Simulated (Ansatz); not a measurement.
This Ansatz (a program for electronic structure) input is the reference run, Ag in the fcc (Cu type) structure (space group Fm-3m, No. 225), computed with PBEsol in Ansatz (plane waves to 420 eV, PAW, scalar-relativistic without spin-orbit coupling), earlier PAW set:

Ansatz 0.2 input:
```yaml
crystal:
  lattice:
    - [0, 2.027391297, 2.027391297]
    - [2.027391297, 0, 2.027391297]
    - [2.027391297, 2.027391297, 0]
  atoms:
    - { symbol: Ag, position: [0, 0, 0] }
basis: { ecutwfc: 420, ecutrho_ratio: 4, xc_grid: 2, fft_grid_basis: typed }
kpoints: { mp_grid: { grid: [20, 20, 20] } }
hamiltonian:
  xc: pbesol
  dispersion: none
  pseudopotentials: { azcp: { folder: ./paw }, kind: paw }
scf: { occupations: { method: fermi_dirac, width: 0.05 }, convergence: { dr2_threshold: 0.0000000001 } }
output: { forces: true, stress: true }
checkpoint: { write: state.ck, write_every: 1000 }
```

Q: Write the input for this change: a free-standing slab of 2 layers (2 atoms, 1 a layer) is cut normal to [111], with 15 Å of vacuum and the in-plane cell held at bulk.

A: 
Ansatz 0.2 input:
```yaml
crystal:
  lattice:
    - [2.8671642685, 0, 0]
    - [1.4335821342, 2.4830370933, 0]
    - [0, 0, 17.3410298222]
  atoms:
    - { symbol: Ag, position: [0.3333333333, -0.1666666667, 0.4325002654] }
    - { symbol: Ag, position: [1, -0.5, 0.5674997346] }
basis: { ecutwfc: 420, ecutrho_ratio: 4, xc_grid: 2, fft_grid_basis: typed }
kpoints: { mp_grid: { grid: [19, 19, 1] } }
hamiltonian:
  xc: pbesol
  dispersion: none
  pseudopotentials: { azcp: { folder: ./paw }, kind: paw }
scf: { occupations: { method: fermi_dirac, width: 0.05 }, convergence: { dr2_threshold: 0.0000000002 } }
relax: { f_tol: 0.01, max_steps: 50 }
output: { forces: true, stress: true }
checkpoint: { write: state.ck, write_every: 1000 }
```
This is the input that was run; other choices of cell and start would serve too.

No phonon test of stability was made.
